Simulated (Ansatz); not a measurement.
Functionals compared on CH3 on the 1x1 (111) surface of fcc Rh, one in a 2x2 cell, started at the site 'hollow Rh-Rh-Rh over Rh at depth 4.4 Å', in Ansatz (plane waves, PAW). The structure was relaxed with PBE; the other rows are single points on it, each with its references at the same level. Cutoff 420 eV (500 eV for r2SCAN).

Model: 20-atom slab, 6.5 Å thick at the start under the adsorbate (thin: gaps and levels are the slab's own), 6x6x1 mesh, Fermi-Dirac 0.1 eV, dipole correction, 8 atoms held, the rest relaxed; symmetry of the start imposed; no spin, no spin-orbit, no U, no dispersion correction. At the end it is bonded to 3 Rh. In PBE it is, or lies within 0.03 eV of, the lowest of the starts that converged. These notes are the PBE run's. Adsorption energies are against CH4(g) − ½ H2(g). A negative adsorption energy means that the adsorbate is more stable on the surface than in its reference.

```
functional  adsorption energy (eV)  work function of the top face (eV)  change of the work function (eV)           rough cost of the single point
----------  ----------------------  ----------------------------------  --------------------------------  ---------------------------------------
PBE                           0.66                                3.89                             -1.26                                        –
RPBE                          0.99                                3.78                             -1.19   about 60 core-seconds (a rough figure)
r2SCAN                        0.47                                3.91                             -1.23  about 2.0 core-minutes (a rough figure)
```

Ansatz is an electronic-structure program.
